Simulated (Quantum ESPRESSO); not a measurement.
**Several settings converged on LuAu2 (I4mm, 3 atoms in the cell)**

```
LuAu2
1.0
    1.83158    -1.83158     4.47095
    1.83158     1.83158     4.47095
   -1.83158    -1.83158     4.47095
Lu Au
1 2
Direct
  0.00000   0.00559   0.00559
  0.00000   0.66394   0.66394
  0.00000   0.33606   0.33606
```

Base method: LDA (PZ), PSlibrary ultrasoft (LDA) pseudopotentials (plane waves; Quantum ESPRESSO 7.5).

Base settings: ecutwfc = 50 Ry; ecutrho = 450 Ry; occupations = smearing; smearing = gauss; degauss = 0.0073499 Ry; potentials = {Lu: Lu.pz-spdn-rrkjus_psl.1.0.0.UPF, Au: Au.pz-n-rrkjus_psl.1.0.0.UPF}; K_POINTS = automatic 6 6 6 0 0 0; conv_thr = 1e-11 Ry.

The count of work is k-points × plane waves × bands × iterations; it is no time. Core times come from one kind of shared machine, to one figure; runs under 30 s give none.

**The k-point mesh**

Only quantities that move along the ladder and can be compared are tabulated.

```csv
K_POINTS,free energy less the last step's (meV/atom),pressure (GPa),largest difference of a force vector from the last step's (eV/Å),count of work / last,core time / last (rough)
automatic 2 2 2 0 0 0,165.49,-10.52,0.645,0.059,0.2
automatic 4 4 4 0 0 0,13.94,-9.45,0.013,0.22,0.5
automatic 5 5 5 0 0 0,-6.89,-9.45,0.030,0.33,0.3
automatic 6 6 6 0 0 0,-2.10,-9.28,0.017,0.51,0.8
automatic 8 8 8 0 0 0,0.00,-9.39,0.000,1.0,1
```

Coarsest K_POINTS that holds the forces within 0.02 eV/Å: not settled: the last two steps still differ by 0.017 eV/Å, over half the tolerance, so the ladder does not show it.

Coarsest K_POINTS that holds the free energy within 5 meV/atom of the last step, with all finer ones: automatic 6 6 6 0 0 0; the step before is off by 6.9 meV/atom.

Coarsest K_POINTS that holds the pressure within 0.5 GPa of the last step, with all finer ones: automatic 4 4 4 0 0 0, at 0.22 of the last step's count of work; the step before is off by 1.1 GPa.

**The SCF threshold**

The mesh stays at the base's, so the ladder's end is converged at best in this setting alone.

Only quantities that move along the ladder and can be compared are tabulated.

```tsv
conv_thr	free energy less the last step's (meV/atom)	largest difference of a force vector from the last step's (eV/Å)	count of work / last	core time / last (rough)
0.0073 Ry	43.52	1.879	0.18	–
7.3e-05 Ry	0.11	0.082	0.35	0.3
1e-11 Ry	0.00	0.000	0.88	1
7.3e-14 Ry	0.00	0.000	1.0	1
```

Coarsest conv_thr that holds the free energy within 1 meV/atom of the last step, with all finer ones: 7.3e-05 Ry, at 0.35 of the last step's count of work and about 0.3 of the last step's time; the step before is off by 44 meV/atom.

Coarsest conv_thr that holds the forces within 0.005 eV/Å of the last step, with all finer ones: 1e-11 Ry; the step before is off by 0.082 eV/Å.

On the base run: the starting cell comes from a database of computed structures (which also holds hypothetical and non-ambient phases and stackings), without a prior relaxation at this level. Its lattice was rescaled by up to half a per cent. One atom was moved a little off its site on purpose. In the base run, with a pressure of about -9 GPa the cell is away from its equilibrium volume at this level.
